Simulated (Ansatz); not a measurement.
Band structure of WSe2 (P-6m2, 3 atoms in the cell).

```
CELL_PARAMETERS angstrom
      3.28974     0.00000     0.00000
     -1.64487     2.84900     0.00000
      0.00000     0.00000    16.51655
ATOMIC_POSITIONS crystal
  W  0.00000 0.00000 0.00000
  Se 0.33333 0.66667 0.09979
  Se 0.33333 0.66667 0.90021
```

Method of the run: LDA (PW92), PAW files made with PBE (plane waves; Ansatz, an electronic-structure program).

Settings: basis.ecutwfc = 420 eV; kpoints.mp_grid.grid = 8 8 2; hamiltonian.xc = lda; hamiltonian.pseudopotentials = {kind: paw} (an earlier, softer set of the program's PAW files); scf.occupations.method = fermi_dirac; scf.occupations.width = 0.05 eV; kpoints.band_path.npoints = 8.

The starting cell comes from a database of computed structures (which also holds hypothetical and non-ambient phases and stackings), without a prior relaxation at this level. Its lattice was rescaled by a random factor within 2.5 % of one. Spin-orbit coupling is off.

Question: Predict the gap along the standard path and the places of the band edges.

Answer: The gap along the path is 1.57 eV, direct at K to within 0.01 eV.

Levels in eV from the top of the valence band on the path, bands 20 to 27:
| point | 20 | 21 | 22 | 23 | 24 | 25 | 26 | 27 |
|---|---|---|---|---|---|---|---|---|
| Γ | -2.10 | -1.27 | -1.27 | -0.27 | 3.03 | 3.03 | 3.26 | 3.26 |
| M | -3.06 | -2.05 | -0.95 | -0.91 | 2.43 | 2.82 | 3.79 | 4.42 |
| K | -3.72 | -3.25 | -2.26 | 0.00 | 1.57 | 2.93 | 3.64 | 5.08 |
| A | -2.10 | -1.27 | -1.27 | -0.27 | 3.03 | 3.03 | 3.26 | 3.26 |
| L | -3.06 | -2.05 | -0.95 | -0.91 | 2.43 | 2.82 | 3.79 | 4.42 |
| H | -3.72 | -3.25 | -2.26 | 0.00 | 1.57 | 2.93 | 3.64 | 5.08 |

Keys are those of Ansatz 0.2.
